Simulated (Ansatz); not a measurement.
System: Al2O3 (model structure, started from the Al2S3 type, Amm2, No. 38, 10 atoms in the cell). Method: LDA (Ansatz, a first-principles code, plane waves, PAW).

Settings: plane-wave cutoff 520 eV, 8×8×8 k mesh, Fermi–Dirac smearing 0.01 eV, scalar-relativistic PAW data made under PBE.

The cell is the one relaxed with PBEsol. Conventional cell: a = 2.8227 Å, b = 5.3262 Å, c = 8.3055 Å, α = 90.00°, β = 90.00°, γ = 90.00°.

```yaml
crystal:
  lattice:
    - [5.02103, -2.66311, 0.04851]
    - [5.02103, 2.66311, 0.04851]
    - [-3.21855, 0.00000, 4.63810]
  atoms:
    - { symbol: Al, position: [0.08825, 0.08825, 0.57156] }
    - { symbol: Al, position: [0.08825, 0.08825, 0.07156] }
    - { symbol: Al, position: [0.74319, 0.74319, 0.47650] }
    - { symbol: Al, position: [0.74319, 0.74319, 0.97650] }
    - { symbol: O, position: [0.90521, 0.35280, 0.86232] }
    - { symbol: O, position: [0.35280, 0.90521, 0.36232] }
    - { symbol: O, position: [0.86904, 0.86904, 0.85235] }
    - { symbol: O, position: [0.86904, 0.86904, 0.35235] }
    - { symbol: O, position: [0.35281, 0.90521, 0.86231] }
    - { symbol: O, position: [0.90521, 0.35281, 0.36231] }
```

Task: List the 32 lowest band energies at Γ above −25 eV (eV, relative to the valence band maximum), grouping those that round alike.

Result: At Γ: -18.36, -17.07, -16.85, -16.84, -16.32, -15.83, -7.06, -6.47, -6.25, -4.17, -4.07, -3.91 (×2), -2.90, -2.65, -2.03, -1.61, -1.39, -1.38, -1.17, -1.12, -1.06, -0.03, 0.00, 3.91, 6.14, 7.36, 7.62, 8.10, 9.33, 9.56, 9.60.

Note: the relaxation could raise the start's symmetry but not lower it, so the cell can be a saddle point; cell and atoms aren't relaxed at this level (largest force component 0.07 eV/Å, pressure -4.5 GPa).

A model structure was made by putting elements into a prototype or built by hand; it is no filed structure, need not be a known phase, and can be a saddle point held by its symmetry.
